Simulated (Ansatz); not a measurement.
**A computed series for CuAu: response to strain**

Base system: CuAu (space group P4/mmm, No. 123; a = 2.813 Å, c = 3.593 Å; relaxed with 0.1 eV smearing). Axes: x, y, z lie along a, b, c of the conventional cell.

Strains are applied to the cell and any free atomic positions relax.

Level of theory: DFT with PBEsol, PAW potentials and a 420 eV plane-wave cutoff in Ansatz (a first-principles code), no spin-orbit coupling.

Candidates:
(a) uniaxial strain ε_zz = −3.00 %
(b) uniaxial strain ε_zz = −1.00 %
(c) uniaxial strain ε_zz = +3.00 %
(d) uniaxial strain ε_zz = −0.50 %

Notes on the quantities. energy relative to the base: free energy F.

Order them by energy relative to the base, lowest first.

(d) uniaxial strain ε_zz = −0.50 % (+0.2 meV/atom), (b) uniaxial strain ε_zz = −1.00 % (+0.8 meV/atom), (c) uniaxial strain ε_zz = +3.00 % (+7.0 meV/atom), (a) uniaxial strain ε_zz = −3.00 % (+7.7 meV/atom)

Whether these cells are dynamically stable was not tested. The final runs are not spin-polarised.
